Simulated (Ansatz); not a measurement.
BN (model structure, Pm-3m, No. 221, 2 atoms in the cell), treated with LDA in Ansatz (PAW).

Run with plane-wave cutoff 520 eV, 26×26×26 k mesh, Fermi–Dirac smearing 0.05 eV, scalar-relativistic PAW data made under PBE.

Cell (relaxed at this level):

```
CELL_PARAMETERS angstrom
      2.28441     0.00000     0.00000
      0.00000     2.28441     0.00000
      0.00000     0.00000     2.28441
ATOMIC_POSITIONS crystal
  B  0.00000 0.00000 0.00000
  N  0.50000 0.50000 0.50000
```

Problem. Give the computed bulk modulus B0.

Solution. 
- bulk modulus B0: 281 GPa

The run finds no gap.

Note: the bulk modulus is −V dP/dV from two relaxed cells at ±2 % in volume; the relaxation could raise the start's symmetry but not lower it, so the cell can be a saddle point.

Static lattice: no zero-point or thermal effects.

A model structure was made by putting elements into a prototype or built by hand; it is no filed structure, need not be a known phase, and can be a saddle point held by its symmetry.

Ansatz is a first-principles code.
